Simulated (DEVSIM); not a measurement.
Structure: Si n-i-p diode, at 300 K.

Layer 1 from the left is Si, thickness (μm) 0.240, Nd (cm⁻³) 4.6e17, τn (s) 2.3e-6, τp (s) 2.3e-6. Layer 2 from the left is Si, thickness (μm) 9.00, Na (cm⁻³) 4e12, τn (s) 2.3e-6, τp (s) 2.3e-6. Layer 3 from the left is Si, thickness (μm) 4.40, Na (cm⁻³) 2.4e17, τn (s) 2.3e-6, τp (s) 2.3e-6.

Left contact: ohmic. Right contact: ohmic. Voltage is applied to the left contact. Recombination: SRH at mid-gap, radiative. Mobility is constant in doping.

The device is made up for the run: typed textbook-type constants, with dimensions and the other settings drawn at random. Values at 300 K.

Si: gap (eV) 1.124, affinity (eV) 4.05, permittivity 11.7, Nc (cm⁻³) 2.86e19, Nv (cm⁻³) 3.1e19, μn (cm²/Vs) 1417, μp (cm²/Vs) 470, B (cm³/s) 4.7e-15.

Simulated with DEVSIM: 1D drift-diffusion, Boltzmann statistics, complete ionisation; no tunnelling, impact ionisation, image-force lowering or self-heating.

**Question.** What does the simulation give for the dark forward voltage at 100 A/cm², the dark forward voltage at 1 A/cm², the potential step across the device at zero bias?

**Answer.** dark forward voltage at 100 A/cm² 0.773 V; dark forward voltage at 1 A/cm² 0.631 V; potential step across the device at zero bias 0.892 V.
